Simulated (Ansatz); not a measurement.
Consider the following.

```
CELL_PARAMETERS angstrom
      5.24590     0.00000    -0.01445
      0.00000     5.29849     0.00000
     -0.92896     0.00000     5.25358
ATOMIC_POSITIONS crystal
  Zr 0.27530 0.04460 0.20951
  Zr 0.72470 0.54460 0.29049
  Zr 0.72470 0.95540 0.79049
  Zr 0.27530 0.45540 0.70951
  O  0.06609 0.33103 0.34528
  O  0.93391 0.83103 0.15472
  O  0.93391 0.66897 0.65472
  O  0.06609 0.16897 0.84528
  O  0.45323 0.75716 0.47642
  O  0.54677 0.25716 0.02358
  O  0.54677 0.24284 0.52358
  O  0.45323 0.74284 0.97642
```

No spin polarisation.

Calculations: PBE (Ansatz, an electronic-structure program, PAW, no SOC). Γ-centred 5×5×5 mesh, Fermi–Dirac width 0.05 eV.

Predict the in-plane stress and space group.


- Mean in-plane stress (compression positive) = -3.8 GPa
- Space group = P2_1/c (No. 14)

The cells carry an imposed strain or load. No phonon test of stability was made. The cell was made from ZrO2 (space group P2_1/c, No. 14) by this change: biaxial strain +1.08 %, plane normal [001], relaxed out of plane.
